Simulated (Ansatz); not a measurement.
**Ansatz (a quantum-chemistry and plane-wave program) run on LiMg3 (Pmm2, 4 atoms in the cell): self-consistent single point**

Method of the run: PBEsol, default PAW files made with PBE (plane waves; Ansatz).

The input file:

Ansatz 0.2 input:
```yaml
crystal:
  lattice:
    - [3.22279700, 0.00000000, 0.00000000]
    - [0.00000000, 5.13419300, 0.00000000]
    - [0.00000000, 0.00000000, 5.50007200]
  atoms:
    - { symbol: Li, position: [0.50000000, 0.00000000, 0.16779000] }
    - { symbol: Mg, position: [0.00000000, 0.00000000, 0.66836000] }
    - { symbol: Mg, position: [0.00000000, 0.50000000, 0.32960000] }
    - { symbol: Mg, position: [0.50000000, 0.50000000, 0.83424000] }
basis:
  ecutwfc: 30.9 Ry
kpoints:
  mp_grid: { grid: [10, 7, 6] }
hamiltonian:
  xc: pbesol
  pseudopotentials: { kind: paw }
scf:
  occupations: { method: methfessel_paxton, width: 0.0037 Ry }
output:
  forces: true
  eigenvalues: true
  stress: true
```

Log, with long lists cut:

```
WARN ansatz: RAYON_NUM_THREADS=1 ignored (pool sized by the plan → 1); use --threads N
Pseudopotentials: kind: paw
Pseudopotential: Li, paw, valence charge 3
Pseudopotential: Mg, paw, valence charge 10
Crystal: 4 atoms, lattice volume = 91.007 Å³
Basis set: ecut = 420.4159175005146 eV, 1801 PW (Γ), exchange–correlation on 48×72×80 points (8 copies of the dense FFT grid, shifted against one another)
Bands: 21, of which v1, the nominal top of the filled ones, is band 17 counted from 1 (16 counted from 0)
Symmetry: 4 space group operations
Space group: Pmm2 (ITA 25), of the structure as read, at distance tolerance 4.5e-5 Å
k-points: 96 of 420 (time reversal used)
PAW frozen core: Mg, regenerated for the run's functional, and the local potential with it
Initial density: superposition of atomic densities (neutral atoms: chi_scale 0, normalization atom), corrected by the library's trained network
Initial wavefunctions: pseudopotential atomic-orbital guess
Eigensolver: davidson
Functional: x = pbesol(κ = 0.804, μ = 0.12345679012345678), c = pbesol(β = 0.046)
SCF iter   1: F=—  HF=-5939.244181 eV  |F-HF|=—  |Δ(HF+E_count)|=         —  Δρ=1.73e-3  dr2=1.44e-3  ethr=1.77e-3  ⟨swp⟩=5.8  Hψ=9000  notcnv=0
all-band conjugate gradients solve this SCF's bands
preconditioner: auto → Resta (q_TF=auto, 2.304 Å⁻¹)
SCF iter   2: F=—  HF=-5939.241877 eV  |F-HF|=—  |Δ(HF+E_count)|=   2.30e-3  S|Δr|=    0.00e0  Δρ=7.86e-4  dr2=3.73e-4  ethr=4.37e-6  ⟨swp⟩=2.8  Hψ=4460  notcnv=0  defer=1
SCF iter   3: F=—  HF=-5939.241624 eV  |F-HF|=—  |Δ(HF+E_count)|=   2.54e-4  S|Δr|=    0.00e0  Δρ=1.70e-4  dr2=2.38e-5  ethr=1.13e-6  ⟨swp⟩=2.0  Hψ=3557  notcnv=0  defer=1
SCF iter   4: F=—  HF=-5939.241593 eV  |F-HF|=—  |Δ(HF+E_count)|=   3.08e-5  S|Δr|=    0.00e0  Δρ=1.30e-4  dr2=5.05e-6  ethr=7.22e-8  ⟨swp⟩=2.0  Hψ=3527  notcnv=0  defer=1
SCF iter   5: F=—  HF=-5939.241586 eV  |F-HF|=—  |Δ(HF+E_count)|=   7.11e-6  S|Δr|=    0.00e0  Δρ=4.34e-5  dr2=6.14e-7  ethr=1.53e-8  ⟨swp⟩=2.0  Hψ=3269  notcnv=0  defer=1
SCF iter   6: F=-5939.241585 eV  HF=-5939.241585 eV  |F-HF|=5.89e-9  |Δ(HF+E_count)|=   8.46e-7  S|Δr|=    0.00e0  Δρ=4.25e-6  dr2=1.08e-8  ethr=3.03e-10  ⟨swp⟩=5.7  Hψ=8838  notcnv=0
SCF 1 converged in 6 iterations: F = -5939.241585 eV  dr2 = 1.08e-8
SCF converged after 6 iterations
Stability not checked (fill_not_monotonic)
Free energy (F): -5939.241585 eV
Harris-Foulkes:  -5939.241585 eV  (|F-HF|=5.89e-9)
Internal energy: -5939.241809 eV  (E = F + TS)
E sigma→0 (E₀):  -5939.241641 eV
Entropy (-TS):   0.000224 eV (0.056 meV/atom)
Fermi energy:    4.344684 eV
--- Per-component energies (eV) ---
  E_band       = -1185.602721
  E_kinetic    = 244.920799
  E_local      = -5269.837178  (includes V_loc(G=0)·N_el)
  E_nonlocal   = 255.970200
  E_hartree    = 1898.915167
  E_xc         = -93.771167
  E_vxc        = -121.546214  (∫ρ·V_xc dr)
  E_paw        = -863.706740  (= ΣΔE_a)
  E_vpaw       = -92.935997  (= ΣTr[D̂ρ^β])
  E_aug_tail   = 0.000003  (compensation charges beyond the density's cutoff)
  E_ewald      = -2111.909480
  E_core_change = 0.176587  (= ΣΔE_core)
  E_smearing   = 0.000224  (= −TS)
  E_closure    = -0.000000  (closes the sum)
  Σ components = -5939.241585   (vs F -5939.241585, Δ=0.00e0)
--- Forces (eV/Å), atoms counted from 1 ---
  atom   1  Li    -0.00000000     0.00000000     0.01308011
  atom   2  Mg    -0.00000000     0.00000000     0.00004624
  atom   3  Mg     0.00000000    -0.00000000    -0.03709318
  atom   4  Mg    -0.00000000     0.00000000     0.02396854
  max |Σ_I F_I| component: 1.71e-6 eV/Å
--- Stress (GPa, compression-positive) ---
       -1.568163       0.000000       0.000000
        0.000000      -1.480882       0.000000
        0.000000       0.000000      -1.345523
  P = ⅓ Tr σ = -1.4649 GPa (-14.649 kbar)
  The stress holds the Pulay correction. Without it, at fixed plane waves, as pw.x and ABINIT print it: P = -1.4674 GPa
--- Band table (eV; the first three rows and the last of 96) ---
  k-point 0: bands = ["-71.3037", "-71.2958", "-71.2825", "-41.4399", "-38.2556", "-38.2486", "-38.2392", "-38.2365", "-38.2304", "-38.2290", "-38.2262", "-38.2143", "-38.2139", "-1.8983", "2.7338", "2.9090", "3.1814", "4.3108", "7.5776", "8.1278", "8.2441"]
  k-point 1: bands = ["-71.3037", "-71.2958", "-71.2825", "-41.4399", "-38.2541", "-38.2483", "-38.2394", "-38.2362", "-38.2317", "-38.2294", "-38.2264", "-38.2143", "-38.2139", "-1.7766", "1.4810", "3.3074", "4.0898", "4.6508", "6.4124", "7.6013", "9.5513"]
  k-point 2: bands = ["-71.3036", "-71.2959", "-71.2825", "-41.4399", "-38.2501", "-38.2478", "-38.2400", "-38.2354", "-38.2353", "-38.2303", "-38.2267", "-38.2143", "-38.2138", "-1.4335", "0.3904", "3.6806", "4.5007", "5.2758", "5.7027", "7.3692", "11.0646"]
  k-point 95: bands = ["-71.3027", "-71.2950", "-71.2818", "-41.4363", "-38.2555", "-38.2535", "-38.2455", "-38.2401", "-38.2374", "-38.2332", "-38.2247", "-38.2236", "-38.2170", "3.2020", "3.4031", "3.6542", "3.8530", "4.3320", "4.4717", "4.6857", "6.1870"]
```

The run converged in 6 iterations.

The starting cell comes from a database of computed structures (which also holds hypothetical and non-ambient phases and stackings), without a prior relaxation at this level. Its lattice was rescaled by a random factor within 2.5 % of one. Ansatz's pressure includes its estimate of the finite-basis (Pulay) stress.
